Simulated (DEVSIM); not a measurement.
Structure: Si p+/n-/n+ power diode, at 300 K.

```tsv
layer (left to right)	material	thickness (μm)	Nd (cm⁻³)	Na (cm⁻³)	τn (s)	τp (s)
1	Si	2.10	-	1.2e18	0.00084	0.00084
2	Si	6.10	9.9e15	-	0.00084	0.00084
3	Si	4.30	3.4e18	-	0.00084	0.00084
```

Left contact: ohmic. Right contact: ohmic. Voltage is applied to the left contact. Recombination: SRH at mid-gap, Auger. Gap narrowing is on: ΔEg = 6.92 meV × (l + √(l² + 0.5)), l = ln(N/1.3e17 cm⁻³), shared equally by both band edges. Mobility is constant in doping.

The device is made up for the run: typed textbook-type constants, with dimensions and the other settings drawn at random. Values at 300 K.

| parameter | Si |
|---|---|
| gap (eV) | 1.124 |
| affinity (eV) | 4.05 |
| permittivity | 11.7 |
| Nc (cm⁻³) | 2.86e19 |
| Nv (cm⁻³) | 3.1e19 |
| μn (cm²/Vs) | 1417 |
| μp (cm²/Vs) | 470 |
| Cn (cm⁶/s) | 2.8e-31 |
| Cp (cm⁶/s) | 9.9e-32 |

Model (solved in DEVSIM): 1D drift-diffusion, Boltzmann statistics, complete ionisation; no tunnelling, impact ionisation, image-force lowering or self-heating.

Q: Tabulate band edges, carrier densities and field at 0.9 V on the left contact.

A: Energies count from the Fermi level of the right contact; mesh points crowd at the junctions.

| x (μm) | Ec (eV) | Ev (eV) | n (cm⁻³) | p (cm⁻³) | field (V/cm) |
|---|---|---|---|---|---|
| 0.000 | 0.108 | -0.984 | 330 | 1.2e18 | 16 |
| 0.05049 | 0.108 | -0.984 | 2.5e15 | 1.2e18 | 16 |
| 0.2140 | 0.109 | -0.984 | 1.0e16 | 1.2e18 | 16 |
| 0.7039 | 0.110 | -0.983 | 3.4e16 | 1.2e18 | 16 |
| 1.773 | 0.111 | -0.981 | 8.3e16 | 1.3e18 | 14 |
| 2.014 | 0.111 | -0.981 | 9.4e16 | 1.3e18 | 14 |
| 2.088 | 0.111 | -0.981 | 9.9e16 | 1.3e18 | -1500 |
| 2.151 | 0.093 | -1.030 | 2.0e17 | 1.9e17 | 37 |
| 2.309 | 0.094 | -1.029 | 2.0e17 | 1.9e17 | 50 |
| 2.832 | 0.097 | -1.027 | 2.1e17 | 2.0e17 | 48 |
| 4.426 | 0.104 | -1.019 | 2.2e17 | 2.1e17 | 45 |
| 7.348 | 0.116 | -1.007 | 2.6e17 | 2.5e17 | 39 |
| 7.954 | 0.119 | -1.005 | 2.6e17 | 2.5e17 | 38 |
| 8.137 | 0.119 | -1.004 | 2.6e17 | 2.5e17 | 37 |
| 8.207 | 0.053 | -1.025 | 3.4e18 | 1.1e17 | -2800 |
| 8.271 | 0.053 | -1.026 | 3.5e18 | 1.1e17 | ≈ 0 |
| 8.484 | 0.053 | -1.026 | 3.5e18 | 1.0e17 | ≈ 0 |
| 9.131 | 0.053 | -1.025 | 3.5e18 | 8.6e16 | ≈ 0 |
| 11.43 | 0.054 | -1.024 | 3.4e18 | 2.8e16 | ≈ 0 |
| 12.19 | 0.055 | -1.023 | 3.4e18 | 8.3e15 | ≈ 0 |
| 12.41 | 0.055 | -1.023 | 3.4e18 | 2.2e15 | ≈ 0 |
| 12.50 | 0.055 | -1.023 | 3.4e18 | 200 | ≈ 0 |
